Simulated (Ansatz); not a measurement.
**O on the N site + Al on the Si site (beta Si3N4 host)**

All values below come from PBE, PAW (plane waves to 420 eV; Ansatz, a quantum-chemistry and plane-wave program). Cell and caveats: 84-site cell; 2×2×2 shifted k-points; start: the N(1,3-fold) site; Si(2,4-fold) 1.74 Å away; finite-size errors of tenths of an eV; relaxed from one start, so a lower configuration may exist; flagged in the runs: a host whose relaxation on this sampling wasn't shown to rest.

Neighbours after relaxation, in Å: of the Al atom: N 1.81, N 1.81, N 1.82, O 1.90; of the O atom: Si 1.75, Si 1.76, Al 1.90.

```csv
charge,moment (μB),largest move off a lattice site (Å)
0,not spin-polarised,0.11
```

Flagged in the runs: a host whose relaxation on this sampling wasn't shown to rest.

All states together cost about 10 core-minutes (a rough figure).
